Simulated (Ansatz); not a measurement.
**Several settings converged on MgS (F-43m, 2 atoms in the cell)**

```
MgS
1.0
    0.00000     2.84729     2.84729
    2.84729     0.00000     2.84729
    2.84729     2.84729     0.00000
Mg S
1 1
Direct
  0.00000   0.00000   0.00000
  0.75000   0.75000   0.75000
```

Base method: LDA (PW92), default PAW files made with PBE (plane waves; Ansatz, a program for electronic structure).

Base settings: basis.ecutwfc = 420 eV; kpoints.mp_grid.grid = 8 8 8; hamiltonian.xc = lda; hamiltonian.pseudopotentials = {kind: paw} (the program's default PAW files); scf.occupations.method = fixed.

The count of work is k-points × plane waves × bands × iterations; it is no time. 

**The dielectric constant against the mesh**

In this ladder: dielectric = true; dielectric.field_mesh = kpoints.

Only quantities that move along the ladder and can be compared are tabulated.

```tsv
kpoints.mp_grid.grid	mean ε∞
3 3 3	3.823
4 4 4	4.030
5 5 5	4.120
6 6 6	4.158
8 8 8	4.180
10 10 10	4.184
12 12 12	4.185
15 15 15	4.186
18 18 18	4.186
```

Coarsest kpoints.mp_grid.grid that holds the mean ε∞ within 0.01 of the last step, with all finer ones: 8 8 8; the step before is off by 0.028.

**The size of the supercell around a displaced atom**

On MgS (F-43m, 2 atoms in the cell), and larger cells.

In this ladder: scf.occupations.method = fermi_dirac; scf.occupations.width = 0.05 eV.

Steps: 1 x 1 x 1 supercell, one Mg atom moved by 0.02 angstrom along z; 2 x 1 x 1 supercell, one Mg atom moved by 0.02 angstrom along z; and so on, with the mesh thinned in proportion.

Only quantities that move along the ladder and can be compared are tabulated.

```csv
atoms,largest change of a force by the displacement (eV/Å),count of work / last
2,0.1011,0.017
4,0.1149,0.045
8,0.1365,0.078
16,0.1241,0.20
24,0.1237,0.64
36,0.1250,0.78
54,0.1238,1.0
```

Smallest size that holds the largest change of a force by the displacement within 0.005 eV/Å of the last step, with all finer ones: 16, at 0.20 of the last step's count of work; the step before is off by 0.013 eV/Å.

On the base run: the starting cell comes from a database of computed structures (which also holds hypothetical and non-ambient phases and stackings), without a prior relaxation at this level. Its lattice was rescaled by up to half a per cent.

Keys are those of Ansatz 0.2.
